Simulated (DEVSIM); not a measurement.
Structure: Ru/AlN/p-Ge capacitor, at 250 K.

| layer (left to right) | material | thickness (nm) | Na (cm⁻³) |
|---|---|---|---|
| 1 | AlN | 8.70 | - |
| 2 | Ge | 4000 | 2.2e16 |

Metal gate on the left, work function 4.7 eV. Fixed charge at the semiconductor interface 0 cm⁻² (in units of +e); interface traps 9.1e11 cm⁻² eV⁻¹, uniform in energy, neutral level at 0.7 of the gap above the valence band.

The device is made up for the run: typed textbook-type constants, with dimensions and the other settings drawn at random. Values at 300 K; Nc and Nv go as T^1.5, mobilities as T to minus their exponent, the gap by Varshni's rule with the affinity fixed.

| parameter | AlN | Ge |
|---|---|---|
| gap (eV) | 6.1 | 0.664 |
| affinity (eV) | 1.9 | 4 |
| permittivity | 8.5 | 16 |
| Nc (cm⁻³) | - | 1.04e19 |
| Nv (cm⁻³) | - | 6e18 |
| Varshni α (eV/K) | - | 0.000477 |
| Varshni β (K) | - | 235 |

Model (solved in DEVSIM): 1D Poisson equation in equilibrium, Boltzmann statistics, complete ionisation; no quantum confinement or tunnelling. Metal contacts follow the ideal Schottky-Mott rule: no Fermi-level pinning, no interface dipoles.

The interface trap density was swept, all else fixed.

| interface trap density (cm^-2 eV^-1) | minimum of the low-frequency capacitance (μF/cm²) | flat-band voltage (V) | threshold voltage (band bending 2φF) (V) |
|---|---|---|---|
| 0 | 0.0801 | 0.13 | 0.65 |
| 1e10 | 0.0814 | 0.13 | 0.65 |
| 1e11 | 0.0930 | 0.13 | 0.65 |
| 3e11 | 0.118 | 0.11 | 0.65 |
| 9.1e11 | 0.184 | 0.07 | 0.66 |
| 1e12 | ___ | 0.06 | 0.66 |
| 2e12 | 0.277 | 0.00 | 0.68 |

Problem. Some entries are withheld; supply them.

Solution. 
- 1e12, minimum of the low-frequency capacitance (μF/cm²): 0.193
